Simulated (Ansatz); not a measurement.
Ansatz (a program for electronic structure) run on the (111) slab of Cs2PdCl4 (cut from a parent of space group no. 123; 14 atoms in the cell): self-consistent single point

Level of theory: LDA (PW92), default PAW files made with PBE (plane waves; Ansatz).

The input file:

Ansatz 0.2 input:
```yaml
crystal:
  lattice:
    - [10.65151400, 0.00000000, 0.00000000]
    - [5.32575700, 7.09482400, 0.00000000]
    - [0.00000000, 0.00000000, 20.59629400]
  atoms:
    - { symbol: Cs, position_ang: [13.31439250, 5.74365734, 8.53879097] }
    - { symbol: Cs, position_ang: [7.98863550, 5.74365734, 8.53879097] }
    - { symbol: Pd, position_ang: [5.32575700, 2.19624534, 8.53879097] }
    - { symbol: Cl, position_ang: [5.32576233, 0.44793171, 10.07760188] }
    - { symbol: Cl, position_ang: [5.32575700, 3.94456606, 7.00000065] }
    - { symbol: Cl, position_ang: [7.65481705, 2.19624534, 8.53879097] }
    - { symbol: Cl, position_ang: [2.99669695, 2.19624534, 8.53879097] }
    - { symbol: Cs, position_ang: [7.98863017, 1.74585882, 12.05750303] }
    - { symbol: Cs, position_ang: [2.66287317, 1.74585882, 12.05750303] }
    - { symbol: Pd, position_ang: [5.32575167, 5.29327082, 12.05750303] }
    - { symbol: Cl, position_ang: [5.32575700, 3.54495719, 13.59629335] }
    - { symbol: Cl, position_ang: [5.32576233, 7.04159154, 10.51869212] }
    - { symbol: Cl, position_ang: [7.65481173, 5.29327082, 12.05750303] }
    - { symbol: Cl, position_ang: [13.64820562, 5.29327082, 12.05750303] }
basis:
  ecutwfc: 420.0 eV
kpoints:
  mp_grid: { grid: [2, 2, 1] }
hamiltonian:
  xc: lda
  pseudopotentials: { kind: paw }
scf:
  occupations: { method: fermi_dirac, width: 0.05 eV }
output:
  forces: true
  eigenvalues: true
  stress: true
```

Output, abridged:

```
WARN the atoms were moved onto the symmetric positions of the space group found under crystal.symmetry.tolerance 1.0e-5 (fractional …
WARN ansatz: RAYON_NUM_THREADS=1 ignored (pool sized by the plan → 1); use --threads N
Pseudopotentials: kind: paw
Pseudopotential: Cs, paw, valence charge 9
Pseudopotential: Pd, paw, valence charge 18
Pseudopotential: Cl, paw, valence charge 7
Crystal: 14 atoms, lattice volume = 1556.475 Å³
Basis set: ecut = 420 eV, 30479 PW (Γ)
Bands: 78, of which v1, the nominal top of the filled ones, is band 64 counted from 1 (63 counted from 0)
Symmetry: 4 space group operations
Space group: C2/m (ITA 12), of the structure as read, at distance tolerance 1.2e-4 Å
k-points: 3 of 4
PAW frozen core: Cs, regenerated for the run's functional, and the local potential with it
PAW frozen core: Pd, regenerated for the run's functional, and the local potential with it
PAW frozen core: Cl, regenerated for the run's functional, and the local potential with it
Initial density: superposition of atomic densities (neutral atoms: chi_scale 0, normalization atom), corrected by the library's trained network
Initial wavefunctions: pseudopotential atomic-orbital guess
Eigensolver: davidson
Functional: x = slater, c = lda
SCF iter   1: F=—  HF=-44078.944151 eV  |F-HF|=—  |Δ(HF+E_count)|=         —  Δρ=3.31e-3  dr2=1.73e-1  ethr=1.77e-3  ⟨swp⟩=9.7  Hψ=1303  notcnv=0  defer=8
all-band conjugate gradients solve this SCF's bands
preconditioner: auto → Resta (q_TF=auto, 1.799 Å⁻¹)
SCF iter   2: F=—  HF=-44078.897318 eV  |F-HF|=—  |Δ(HF+E_count)|=   4.68e-2  Δρ=1.39e-3  dr2=1.84e-2  ethr=1.35e-4  ⟨swp⟩=3.0  Hψ=389  notcnv=0  defer=18
SCF iter   3: F=—  HF=-44078.895674 eV  |F-HF|=—  |Δ(HF+E_count)|=   1.64e-3  Δρ=4.44e-4  dr2=2.67e-3  ethr=1.44e-5  ⟨swp⟩=2.7  Hψ=389  notcnv=0  defer=18
SCF iter   4: F=—  HF=-44078.896363 eV  |F-HF|=—  |Δ(HF+E_count)|=   6.89e-4  Δρ=4.55e-4  dr2=4.64e-3  ethr=2.08e-6  ⟨swp⟩=2.0  Hψ=419  notcnv=0  defer=18
SCF iter   5: F=—  HF=-44078.895519 eV  |F-HF|=—  |Δ(HF+E_count)|=   8.44e-4  Δρ=3.89e-5  dr2=2.45e-5  ethr=2.08e-6  ⟨swp⟩=2.0  Hψ=387  notcnv=0  defer=18
SCF iter   6: F=—  HF=-44078.895531 eV  |F-HF|=—  |Δ(HF+E_count)|=   1.22e-5  Δρ=1.34e-5  dr2=2.25e-6  ethr=1.91e-8  ⟨swp⟩=2.0  Hψ=426  notcnv=0  defer=18
SCF iter   7: F=—  HF=-44078.895533 eV  |F-HF|=—  |Δ(HF+E_count)|=   1.22e-6  Δρ=3.75e-6  dr2=3.40e-7  ethr=1.76e-9  ⟨swp⟩=2.0  Hψ=354  notcnv=0  defer=18
SCF iter   8: F=-44078.895533 eV  HF=-44078.895533 eV  |F-HF|=4.98e-9  |Δ(HF+E_count)|=   3.37e-8  Δρ=1.08e-6  dr2=1.93e-8  ethr=7.81e-11  ⟨swp⟩=20.3  Hψ=1255  notcnv=0
SCF 1 converged in 8 iterations: F = -44078.895533 eV  dr2 = 1.93e-8
SCF converged after 8 iterations
Free energy (F): -44078.895533 eV
Harris-Foulkes:  -44078.895533 eV  (|F-HF|=4.98e-9)
Internal energy: -44078.895532 eV  (E = F + TS)
E sigma→0 (E₀):  -44078.895533 eV
Entropy (-TS):   -0.000000 eV (-0.000 meV/atom)
Fermi energy:    -2.193744 eV
--- Per-component energies (eV) ---
  E_band       = -1982.774896
  E_kinetic    = 2876.138735
  E_local      = -44713.490648  (includes V_loc(G=0)·N_el)
  E_nonlocal   = 818.994287
  E_hartree    = 20834.475148
  E_xc         = -1866.864474
  E_vxc        = -1891.638802  (∫ρ·V_xc dr)
  E_paw        = -31858.945889  (= ΣΔE_a)
  E_vpaw       = -741.738329  (= ΣTr[D̂ρ^β])
  E_aug_tail   = 0.001193  (compensation charges beyond the density's cutoff)
  E_ewald      = 9826.828489
  E_core_change = 3.967626  (= ΣΔE_core)
  E_smearing   = -0.000000  (= −TS)
  E_closure    = -0.000000  (closes the sum)
  Σ components = -44078.895533   (vs F -44078.895533, Δ=0.00e0)
--- Forces (eV/Å), atoms counted from 1 ---
  atom   1  Cs     0.25645600    -0.02018716     0.20226869
  atom   2  Cs    -0.25645600    -0.02018716     0.20226869
  atom   3  Pd     0.00000000     0.24054215    -0.08527264
  atom   4  Cl     0.00000000     0.25936709    -0.28390352
  atom   5  Cl     0.00000000    -0.35667549     0.65175388
  atom   6  Cl    -0.51813869    -0.01259790     0.14447635
  atom   7  Cl     0.51813869    -0.01259790     0.14447635
  atom   8  Cs    -0.25645600     0.02018716    -0.20226869
  atom   9  Cs     0.25645600     0.02018716    -0.20226869
  atom  10  Pd     0.00000000    -0.24054215     0.08527264
  atom  11  Cl     0.00000000     0.35667549    -0.65175388
  atom  12  Cl     0.00000000    -0.25936709     0.28390352
  atom  13  Cl    -0.51813869     0.01259790    -0.14447635
  atom  14  Cl     0.51813869     0.01259790    -0.14447635
  max |Σ_I F_I| component: 2.22e-16 eV/Å
--- Stress (GPa, compression-positive) ---
       -0.962581       0.000000       0.000000
        0.000000      -1.060298       0.167048
        0.000000       0.167048      -0.650064
  P = ⅓ Tr σ = -0.8910 GPa (-8.910 kbar)
  The stress holds the Pulay correction. Without it, at fixed plane waves, as pw.x and ABINIT print it: P = -0.8927 GPa
--- Band table (eV) ---
  k-point 0: bands = ["-86.1478", "-86.1478", "-52.2559", "-52.2559", "-52.2548", "-52.2548", "-51.2964", "-51.2963", "-23.4557", "-23.4476", "-23.4426", "-23.4406", "-17.1274", "-17.1087", "-16.7584", "-16.7294", "-16.6597", "-16.6502", "-16.3796", [...]
  k-point 1: bands = ["-86.1478", "-86.1478", "-52.2559", "-52.2559", "-52.2548", "-52.2548", "-51.2964", "-51.2963", "-23.4526", "-23.4505", "-23.4444", "-23.4388", "-17.1406", "-17.1230", "-16.7636", "-16.7246", "-16.6438", "-16.6402", "-16.3739", [...]
  k-point 2: bands = ["-86.1478", "-86.1478", "-52.2559", "-52.2559", "-52.2548", "-52.2548", "-51.2964", "-51.2963", "-23.4518", "-23.4517", "-23.4415", "-23.4414", "-17.1253", "-17.1246", "-16.7481", "-16.7423", "-16.6512", "-16.6434", "-16.3768", [...]
```

The run converged in 8 iterations.

The starting cell comes from a database of computed structures (which also holds hypothetical and non-ambient phases and stackings), without a prior relaxation at this level. The slab is cut from that crystal, and its faces are unrelaxed. Its lattice was rescaled by up to half a per cent. Spin polarisation is off, though cut faces can carry moments; a gap of a slab can lie between surface states.
